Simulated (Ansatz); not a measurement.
# A computed series for MoSi2: response to strain

Consider MoSi2 (space group I4/mmm, No. 139; a = 3.190 Å, c = 7.822 Å; relaxed with 0.1 eV smearing). Axes: x, y, z lie along a, b, c of the conventional cell.

Strains are applied to the cell and any free atomic positions relax; under biaxial strain the out-of-plane vector relaxes too.

All numbers come from PBEsol (Ansatz, a program for electronic structure, PAW, no spin-orbit coupling).

Candidates:
(a) biaxial strain +1.00 %, plane normal [001], relaxed out of plane
(b) biaxial strain +1.50 %, plane normal [001], relaxed out of plane
(c) biaxial strain −1.50 %, plane normal [001], relaxed out of plane

Q: Order them by out-of-plane strain, highest first.

A: (c) biaxial strain −1.50 %, plane normal [001], relaxed out of plane (+0.60 %), (a) biaxial strain +1.00 %, plane normal [001], relaxed out of plane (-0.36 %), (b) biaxial strain +1.50 %, plane normal [001], relaxed out of plane (-0.52 %)

No phonon test of stability was made. All final runs are without spin polarisation.
